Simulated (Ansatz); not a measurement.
# Cu2ZnSnS4: transverse stress against strain

Cu2ZnSnS4 (I-4, 19.410 Å³/atom and stress up to 0.01 GPa in the relaxed cell, c along z) under a strain ε along c (axis z), the other axes held. PBEsol in Ansatz, a plane-wave DFT program (PAW, default set), 420 eV, 9×9×9 Γ-centred mesh, Fermi-Dirac smearing 0.05 eV; ions are relaxed, or left where forces stay under 0.02 eV/Å, within the symmetry of each cell. Stress is positive for a compressed cell.

Here s stands for strain and y for stress xx.

| strain (%) | stress xx (GPa) |
|---|---|
| -1.50 | 1.06 |
| -0.75 | 0.51 |
| 0.00 | -0.01 |
| 0.75 | -0.50 |
| 1.50 | -0.96 |
| 3.00 | ? |

### Question
Using a straight line, estimate the missing y at s = 3.00 from the other rows, showing the fit.

### Answer
Means: s 0, y 0.020. About the means, the sum of products is -3.7875 and the sum of squares of s is 5.6250; the slope is their ratio. Least squares gives y = 0.020 - 0.6733·s. Residuals (row less fit): 0.030, -0.015, -0.030, -0.015, 0.030; standard error 0.032 (degrees of freedom: 3). The slope gives the elastic constant C13 = 67 ± 1 GPa (± standard error of the fit, which holds the terms cut off). At the withheld row, y = 0.020 - 0.6733 × 3.00 = -2.000 GPa. The calculation gives -1.83 GPa, 0.170 GPa above the prediction (5.9 % of the range of y in the table). The row lies outside the fitted rows, so this is an extrapolation. From the scatter of the fitted rows alone, a prediction at this place has a standard error of 0.054 GPa, so the miss is 3.1 times that.

A polynomial of degree 2 through the 8 other runs of the series gives -1.82 there, so most of the miss is curvature that the fit leaves out. This level leaves no gap over 0.05 eV at strain 3.00 %. The start is a measured cell from the literature; how it stands against other phases or cation orders wasn't checked. Rows are the converged runs of the series near zero and its far end; series whose fitted rows scatter by over a few per cent of the range, as at a crossing or softening among them, aren't shown in this form, nor equations of state whose B0' disagrees with the runs' pressures. Most that stay on the fit to the last digits aren't either.
